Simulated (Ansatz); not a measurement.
TaSi2: element substitutions

The parent structure is TaSi$_{2}$ (space group P6_222, No. 180; a = 4.7760 Å, c = 6.5628 Å).

Each row replaces one element on all its sites; cell and atoms are relaxed.

Calculations: r2SCAN (Ansatz, an electronic-structure program), no spin-orbit coupling.

| change | volume per atom | c/a ratio |
|---|---|---|
| base | 14.40 Å³ | 1.374 |
| Si → Bi | 24.37 Å³ | 1.519 |
| Si → C | 9.52 Å³ | 1.320 |
| Si → Ge | 16.03 Å³ | 1.359 |

No phonon test of stability was made. As relaxed here, TaBi2 and TaC2 are hypothetical phases, not in the database extracts checked. The final runs are not spin-polarised. An odd electron count without spin: TaBi2, TaSi2, TaC2 and TaGe2. TaBi2 has a high density of states at the Fermi level and may be magnetic at this level.
